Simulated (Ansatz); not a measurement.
A self-consistent single point of Sc3Cu (Pm-3m, 4 atoms in the cell) with Ansatz (a program for electronic structure).

Level of theory: BLYP, default PAW files made with PBE (plane waves; Ansatz).

```
CELL_PARAMETERS angstrom
      4.40392     0.00000     0.00000
      0.00000     4.40392     0.00000
      0.00000     0.00000     4.40392
ATOMIC_POSITIONS crystal
  Sc 0.00000 0.50000 0.50000
  Sc 0.50000 0.50000 0.00000
  Sc 0.50000 0.00000 0.50000
  Cu 0.00000 0.00000 0.00000
```

Reference input (self-consistent single point, DFT, PBE, plane waves, default PAW files): kpoints.mp_grid.grid = 6 6 6; hamiltonian.xc = pbe; hamiltonian.pseudopotentials = {kind: paw} (the program's default PAW files); scf.occupations.method = gaussian; scf.occupations.width = 0.1 eV. This run's input differs from it in these lines:

Ansatz 0.2 input:
```diff
@@ -13,3 +13,3 @@
 hamiltonian:
-  xc: pbe
+  xc: blyp
   pseudopotentials: { kind: paw }
```

Output, abridged:

```
SCF iter   1: F=—  HF=-13059.608580 eV  |F-HF|=—  |Δ(HF+E_count)|=         —  Δρ=7.68e-3  dr2=6.82e-2  ethr=1.77e-3  ⟨swp⟩=4.2  Hψ=2085  notcnv=0
all-band conjugate gradients solve this SCF's bands
preconditioner: auto → Kerker (q_TF=auto, 2.512 Å⁻¹)
SCF iter   2: F=—  HF=-13059.601864 eV  |F-HF|=—  |Δ(HF+E_count)|=   6.72e-3  Δρ=4.62e-3  dr2=2.66e-2  ethr=1.31e-4  ⟨swp⟩=1.9  Hψ=861  notcnv=0  defer=4
   [... lines left out ...]
SCF iter   6: F=—  HF=-13059.599911 eV  |F-HF|=—  |Δ(HF+E_count)|=   1.34e-4  Δρ=8.80e-5  dr2=8.23e-6  ethr=1.38e-7  ⟨swp⟩=2.0  Hψ=883  notcnv=0  defer=4
SCF iter   7: F=—  HF=-13059.599915 eV  |F-HF|=—  |Δ(HF+E_count)|=   4.50e-6  Δρ=3.06e-5  dr2=8.55e-7  ethr=1.58e-8  ⟨swp⟩=2.0  Hψ=930  notcnv=0  defer=4
SCF iter   8: F=—  HF=-13059.599915 eV  |F-HF|=—  |Δ(HF+E_count)|=   3.15e-7  Δρ=1.09e-5  dr2=1.25e-7  ethr=1.64e-9  ⟨swp⟩=2.0  Hψ=1117  notcnv=0  defer=4
SCF iter   9: F=-13059.599915 eV  HF=-13059.599915 eV  |F-HF|=7.53e-10  |Δ(HF+E_count)|=   1.96e-8  Δρ=2.13e-6  dr2=2.20e-9  ethr=1.92e-10  ⟨swp⟩=4.8  Hψ=1965  notcnv=0
SCF 1 converged in 9 iterations: F = -13059.599915 eV  dr2 = 2.20e-9
Free energy (F): -13059.599915 eV
Internal energy: -13059.570693 eV  (E = F + TS)
E sigma→0 (E₀):  -13059.585304 eV
Entropy (-TS):   -0.029222 eV (-7.305 meV/atom)
Fermi energy:    10.797757 eV
--- Forces (eV/Å), atoms counted from 1 ---
  atom   1  Sc     0.00000000    -0.00000000     0.00000000
   [... zero for the other atoms too ...]
--- Stress (GPa, compression-positive) ---
       -0.947063       0.000000       0.000000
        0.000000      -0.947063       0.000000
        0.000000       0.000000      -0.947063
  P = ⅓ Tr σ = -0.9471 GPa (-9.471 kbar)
  The stress holds the Pulay correction. Without it, at fixed plane waves, as pw.x and ABINIT print it: P = -0.9728 GPa
```

The run converged in 9 iterations. Against the reference run the pressure goes from -2.30 to -0.95 GPa.

The starting cell was generated: these elements placed on a structure prototype, without a prior relaxation; it need not be a known phase or ordering of this composition. Its lattice was rescaled by a random factor within 2.5 % of one. Spin polarisation is off. Ansatz's pressure includes its estimate of the finite-basis (Pulay) stress.
